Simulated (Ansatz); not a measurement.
Consider ZnS in the wurtzite structure (space group P6_3mc, No. 186).

```
CELL_PARAMETERS angstrom
      3.78216     0.00000     0.00000
     -1.89108     3.27545     0.00000
      0.00000     0.00000     6.20765
ATOMIC_POSITIONS crystal
  Zn 0.33333 0.66667 0.00042
  Zn 0.66667 0.33333 0.50042
  S  0.33333 0.66667 0.37458
  S  0.66667 0.33333 0.87458
```

Cartesian axes are those of the cell as printed.

Calculations: PBEsol, PAW, 420 eV (Ansatz, a quantum-chemistry and plane-wave program; scalar-relativistic without spin-orbit coupling).

One thing is altered: uniaxial strain ε_xx = −1.20 %, all other strain components held at zero; the atoms relax in the strained cell.

Problem. Predict the stress tensor and what it implies for the stiffness.

Solution. Stress of the strained cell less that of the base (GPa, compression positive):
```
   1.56    0.00    0.00
   0.00    0.74    0.00
   0.00    0.00    0.56
```

Then −Δσ_ii/ε with ε = -0.0120 gives relaxed-ion elastic constants: C11 ≈ 130 GPa, C12 ≈ 62 GPa and C13 ≈ 47 GPa.

Stability against distortions was not tested.
